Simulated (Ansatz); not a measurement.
Ansatz (a program for electronic structure) run on Ge2Mo (I4mm, 3 atoms in the cell): self-consistent single point.

Level of theory: LDA (PW92), default PAW files made with PBE (plane waves; Ansatz).

The change in words: lattice scaled by 0.98; basis.ecutrho_ratio: default → 5. Reference geometry:
```xyz
3
Lattice="-1.6684 1.6684 4.1137 1.6684 -1.6684 4.1137 1.6684 1.6684 -4.1137" Properties=species:S:1:pos:R:3 pbc="T T T"
Ge     0.0000     0.0000     5.4938
Ge     0.0000     0.0000     2.7835
Mo     0.0000     0.0000     0.0000
```

Reference input (self-consistent single point, DFT, LDA (PW92), plane waves, default PAW files made with PBE): basis.ecutwfc = 420 eV; kpoints.mp_grid.grid = 8 8 8; hamiltonian.xc = lda; hamiltonian.pseudopotentials = {kind: paw} (the program's default PAW files); scf.occupations.method = gaussian; scf.occupations.width = 0.1 eV. This run's input differs from it in these lines:

Ansatz 0.2 input:
```diff
@@ -2,5 +2,5 @@
   lattice:
-    - [-1.668395, 1.668395, 4.113656]
-    - [1.668395, -1.668395, 4.113656]
-    - [1.668395, 1.668395, -4.113656]
+    - [-1.635027, 1.635027, 4.031383]
+    - [1.635027, -1.635027, 4.031383]
+    - [1.635027, 1.635027, -4.031383]
   atoms:
@@ -11,2 +11,3 @@
   ecutwfc: 420.0
+  ecutrho_ratio: 5
 kpoints:
```

Output, abridged:

```
SCF iter   1: F=—  HF=-13274.996891 eV  |F-HF|=—  |Δ(HF+E_count)|=         —  Δρ=7.37e-3  dr2=1.60e-2  ethr=1.77e-3  ⟨swp⟩=5.3  Hψ=6033  notcnv=0
all-band conjugate gradients solve this SCF's bands
preconditioner: auto → Kerker (q_TF=auto, 2.716 Å⁻¹)
SCF iter   2: F=—  HF=-13274.994089 eV  |F-HF|=—  |Δ(HF+E_count)|=   2.80e-3  Δρ=3.60e-3  dr2=3.25e-3  ethr=3.80e-5  ⟨swp⟩=2.7  Hψ=3006  notcnv=0
SCF iter   3: F=—  HF=-13274.993448 eV  |F-HF|=—  |Δ(HF+E_count)|=   6.41e-4  Δρ=1.33e-3  dr2=4.82e-4  ethr=7.73e-6  ⟨swp⟩=1.5  Hψ=1521  notcnv=0
SCF iter   4: F=—  HF=-13274.993297 eV  |F-HF|=—  |Δ(HF+E_count)|=   1.51e-4  Δρ=3.59e-4  dr2=6.82e-5  ethr=1.15e-6  ⟨swp⟩=2.0  Hψ=2507  notcnv=0
SCF iter   5: F=—  HF=-13274.993268 eV  |F-HF|=—  |Δ(HF+E_count)|=   2.95e-5  Δρ=1.43e-4  dr2=4.70e-6  ethr=1.62e-7  ⟨swp⟩=2.0  Hψ=2475  notcnv=0
SCF iter   6: F=-13274.993267 eV  HF=-13274.993267 eV  |F-HF|=7.47e-9  |Δ(HF+E_count)|=   1.02e-6  Δρ=1.40e-5  dr2=5.79e-8  ethr=2.38e-10  ⟨swp⟩=5.5  Hψ=7636  notcnv=0
SCF 1 converged in 6 iterations: F = -13274.993267 eV  dr2 = 5.79e-8
Free energy (F): -13274.993267 eV
Internal energy: -13274.989980 eV  (E = F + TS)
E sigma→0 (E₀):  -13274.991623 eV
Entropy (-TS):   -0.003287 eV (-1.096 meV/atom)
Fermi energy:    17.619537 eV
--- Forces (eV/Å), atoms counted from 1 ---
  atom   1  Ge     0.00000000    -0.00000000    -0.52295433
  atom   2  Ge    -0.00000000     0.00000000     0.26780549
  atom   3  Mo    -0.00000000    -0.00000000     0.25514487
--- Stress (GPa, compression-positive) ---
        1.639392      -0.000000       0.000000
       -0.000000       1.639392       0.000000
       -0.000000       0.000000       2.611893
  P = ⅓ Tr σ = 1.9636 GPa (19.636 kbar)
  The stress holds the Pulay correction. Without it, at fixed plane waves, as pw.x and ABINIT print it: P = 1.9231 GPa
```

The run converged in 6 iterations. Against the reference run the free energy falls by 20.5 meV/atom, the pressure goes from -8.66 to 1.96 GPa and the largest force goes from 0.589 to 0.523 eV/Å.

The starting cell comes from a database of computed structures (which also holds hypothetical and non-ambient phases and stackings), without a prior relaxation at this level. Its lattice was rescaled by up to half a per cent. One atom was moved a little off its site on purpose. For this run, on top of that: lattice scaled by 0.98. Spin polarisation is off. Ansatz's pressure includes its estimate of the finite-basis (Pulay) stress.
